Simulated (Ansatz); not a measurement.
Consider WS$_{2}$ in the 2H-MoS2 type structure (space group P6_3/mmc, No. 194; a = 3.1148 Å, c = 11.7731 Å; layered, stacked along the Cartesian z axis).

All numbers come from PBEsol-D3(BJ), PAW, 420 eV (Ansatz, a program for electronic structure; spin-orbit coupling left out).

One change was made to it. Results:

The band gap changes from 0.65 eV to zero; the lattice parameter a decreases by 0.3135 bohr to 5.573 bohr; the c/a ratio falls by 0.1473 to 3.632.

Problem. Which change produced these results?
A) pressure 4.5 GPa
B) pressure 15 GPa
C) pressure −2 GPa
D) pressure 30 GPa
E) pressure 0.9 GPa

Solution. D, pressure 30 GPa. For comparison, the band gap in the other runs: pressure 15 GPa gives 0.07 eV; pressure −2 GPa gives 0.81 eV; pressure 0.9 GPa gives 0.60 eV; pressure 4.5 GPa gives 0.43 eV.

A case with no gap was solved on a k-mesh chosen for an insulator, which is coarse for it. With W present, leaving out spin-orbit coupling can change the band edges. Load acts through the strain it causes; cell and atoms are relaxed under it. Stability against distortions was not tested. Competing high-pressure phases were not computed. All final runs are without spin polarisation. The zero or small gap of WS2 under pressure 30 GPa and WS2 under pressure 15 GPa can change with the level of theory.
